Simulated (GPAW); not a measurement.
GPAW run on GeRh (P2_13, 8 atoms in the cell): self-consistent single point.

Level of theory: PBEsol, GPAW PAW datasets PBEsol (made by gpaw-setup) (plane waves; GPAW).

```
GeRh
1.0
    4.90839     0.00000     0.00000
    0.00000     4.90839     0.00000
    0.00000     0.00000     4.90839
Ge Rh
4 4
Direct
  0.16628   0.33372   0.66628
  0.33372   0.66628   0.16628
  0.66628   0.16628   0.33372
  0.83372   0.83372   0.83372
  0.88221   0.61779   0.38221
  0.61779   0.38221   0.88221
  0.38221   0.88221   0.61779
  0.11779   0.11779   0.11779
```

Reference input (self-consistent single point, DFT PBEsol, plane waves, GPAW PAW datasets PBEsol (made by gpaw-setup)): mode = pw; ecut = 550 eV; xc = PBEsol; kpts = 5 5 5; mesh shift (steps) = 0 0 0; occupations.name = methfessel-paxton; occupations.width = 0.272 eV; occupations.order = 1; nbands = -12; symmetry.symmorphic = false; symmetry.tolerance = 0.0005; maxiter = 150. This run's input differs from it in these lines:

```diff
@@ -20,4 +20,4 @@
             xc='PBEsol',
-            kpts=(5, 5, 5),
-            occupations={'name': 'methfessel-paxton', 'width': 0.272, 'order': 1},
+            kpts={'size': (6, 6, 6), 'gamma': True},
+            occupations={'name': 'methfessel-paxton', 'width': 0.3, 'order': 1},
             nbands=-12,
```

Output, abridged:

```
     iter     time        total  log10-change:
                         energy   eigst   dens
iter:   1 --:--:--   -58.212475
iter:   2 --:--:--   -58.043551   -1.13  -1.28
iter:   3 --:--:--   -57.403276   -0.96  -1.28
iter:   4 --:--:--   -57.818886   -1.08  -1.61
iter:   5 --:--:--   -56.779802   -1.57  -1.34
iter:   6 --:--:--   -56.813686   -2.26  -2.18
iter:   7 --:--:--   -56.777030c  -2.90  -2.32
iter:   8 --:--:--   -56.781613c  -3.64  -2.65
iter:   9 --:--:--   -56.780232c  -4.47  -2.78
iter:  10 --:--:--   -56.778675c  -3.64  -2.85
iter:  11 --:--:--   -56.778239c  -5.13  -3.35
iter:  12 --:--:--   -56.778250c  -6.27  -3.84
iter:  13 --:--:--   -56.778293c  -6.23  -3.82
iter:  14 --:--:--   -56.778243c  -5.73  -3.68
iter:  15 --:--:--   -56.778235c  -6.32  -3.95
iter:  16 --:--:--   -56.778227c  -6.81  -4.00
iter:  17 --:--:--   -56.778223c  -6.78  -4.25c
iter:  18 --:--:--   -56.778230c  -6.78  -4.27c
iter:  19 --:--:--   -56.778228c  -8.38c -4.73c
Converged after 19 iterations.

Dipole moment: (0.000000, -0.000000, 0.000000) |e|*Ang

Energy contributions relative to reference atoms: (reference = -748501.685537)

Kinetic:        +45.636829
Potential:      -44.974085
External:        +0.000000
XC:             -57.004791
Entropy (-ST):   +0.038844
Local:           -0.462076
SIC:             +0.000000
--------------------------
Free energy:    -56.765280
Extrapolated:   -56.778228

Showing only first 2 kpts
 Kpt  Band  Eigenvalues  Occupancy
  0    36     10.50870    1.96887
  0    37     10.50870    1.96887
  0    38     10.50870    1.96887
  0    39     12.82299   -0.00000

  1    36     10.19136    2.02613
  1    37     10.43240    2.05648
  1    38     11.13182   -0.06941
  1    39     12.36798   -0.00000

Fermi level: 10.74236

No gap
   [... lines left out ...]
  2 Ge   -0.03215   -0.03215    0.03215
  3 Ge    0.03215    0.03215    0.03215
  4 Rh   -0.03682    0.03682   -0.03682
  5 Rh    0.03682   -0.03682   -0.03682
  6 Rh   -0.03682   -0.03682    0.03682
  7 Rh    0.03682    0.03682    0.03682

Stress tensor:
     0.012241     0.000000     0.000000
     0.000000     0.012241     0.000000
     0.000000     0.000000     0.012241
Stress (GPa, Voigt): [1.9613 1.9613 1.9613 0.     0.     0.    ]
```

The run converged in 19 iterations. GPAW prints stress with tension positive. Against the reference run the free energy is nearly the same (within 1 meV/atom), the pressure hardly changes (-1.90 to -1.96 GPa) and the largest force goes from 0.072 to 0.064 eV/Å.

The starting cell comes from a database of computed structures (which also holds hypothetical and non-ambient phases and stackings), without a prior relaxation at this level. Spin polarisation is off.

Cost on one core of a shared machine: roughly 3 min.
